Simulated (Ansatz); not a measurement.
Start from BAs in the zinc blende structure (space group F-43m, No. 216; a = 4.7322 Å). Axes: x, y, z lie along the cube axes.

Calculations: DFT with LDA, PAW potentials and a 420 eV plane-wave cutoff in Ansatz (a program for electronic structure), no spin-orbit coupling.

One thing is altered: uniaxial strain ε_zz = −3.00 %, all other strain components held at zero, atoms relaxed at fixed cell.

### Question
Predict the stress tensor and what it implies for the stiffness.

### Answer
Stress of the strained cell less that of the base (GPa, compression positive):
```
   2.63    0.00    0.00
   0.00    2.63    0.00
   0.00    0.00    8.99
```

Then −Δσ_ii/ε with ε = -0.0300 gives secant stiffness values (nonlinear terms included at this strain): C33 ≈ 300 GPa, C13 ≈ 88 GPa and C23 ≈ 88 GPa.

As a check, the harmonic strain energy −½ V₀ Δσ:ε is 11 meV/atom; the computed energy rise is 11 meV/atom.

Stability against distortions was not tested.
